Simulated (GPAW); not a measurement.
## Equation of state of rock-salt PbSe (space group 225): energy against volume (GPAW, PBEsol)

```yaml
crystal:
  lattice:
    - [0.00000, 2.97115, 2.97115]
    - [2.97115, 0.00000, 2.97115]
    - [2.97115, 2.97115, 0.00000]
  atoms:
    - { symbol: Pb, position: [0.00000, 0.00000, 0.00000] }
    - { symbol: Se, position: [0.50000, 0.50000, 0.50000] }
```

Level of theory: PBEsol, GPAW PAW datasets PBEsol (made by gpaw-setup) (plane waves; GPAW 25.7.0). Settings: mode = pw; ecut = 585 eV; xc = PBEsol; kpts = 9 9 9; mesh shift (steps) = 0 0 0; occupations.name = fermi-dirac; occupations.width = 0.01 eV; nbands = -6; convergence.forces = 0.001 eV/Å; convergence.bands = -4; symmetry.symmorphic = false; symmetry.tolerance = 0.0005; maxiter = 100. The cell above is the first row's. The rows scale it uniformly. In all rows fractional positions and the k mesh are held. E is the free energy at the stated smearing, counted from the lowest row.

```
V (Å^3/atom)  E (meV/atom)
------------  ------------
26.229               28.29
26.799               14.06
27.369                4.94
27.939                0.40
28.509                0.00
29.080                3.26
29.650                9.82
30.220               19.35
30.790                   ?
```

Fit E of the 8 rows that show it with the third-order Birch-Murnaghan form, a cubic in V^(-2/3). With u = V^(-2/3) - 0.108, the rows have u = 0.005278, 0.003666, 0.002110, 0.000607, -0.000845, -0.002252, -0.003612, -0.004929. Least squares gives E = -0.235 + 507.0·u + 918143·u² + 1865125·u³. Residuals (row less fit): -0.002, 0.005, 0.000, -0.011, 0.009, 0.002, -0.004, 0.001; standard error 0.008 (degrees of freedom: 4). Its minimum lies at u = -0.000276, so V0 = (0.107724)^(-3/2) = 28.28. There d²E/du² = 1833000 and d³E/du³ = 1.119e7, so B0 = (4/9) × 28.28^(-7/3) × 1833000 × 0.160218 = 53.6 GPa (the last factor turns the table's units into GPa), and B0' = 4 + (2/3) × 0.107724 × (1.119e7)/1833000 = 4.4. The program's pressures in the fitted runs (not shown) pass through zero at V = 28.28, 0.01 % from this V0.

### Question
What does the fit predict for E at V = 30.790, and how far is the calculated value from it?

### Answer
u = -0.006205, so E = -0.235 + 507.0 × (-0.006205) + 918143 × (-0.006205)² + 1865125 × (-0.006205)³ = 31.524 meV/atom. The calculation gives 31.55 meV/atom, 0.026 meV/atom above the prediction (0.1 % of the range of E in the table). The row lies outside the fitted rows, so this is an extrapolation. From the scatter of the fitted rows alone, a prediction at this place has a standard error of 0.020 meV/atom, so the miss is 1.3 times that.

Carrying the step between the two nearest rows on in a straight line would have given 28.88, off by 2.67; series whose last step already gives the withheld value aren't shown. The scan was laid around a cell of about the measured size, scaled by a guess for this functional. The runs keep the symmetry of the cell, so they don't test it for distortions. Spin-orbit coupling is off. Cutoffs and mesh are single choices, not tested for convergence of this quantity. Series with a scatter that would blur these digits, or in which a gap closes, are not shown. Nor are scans whose minimum lies at an end fitted in this form.
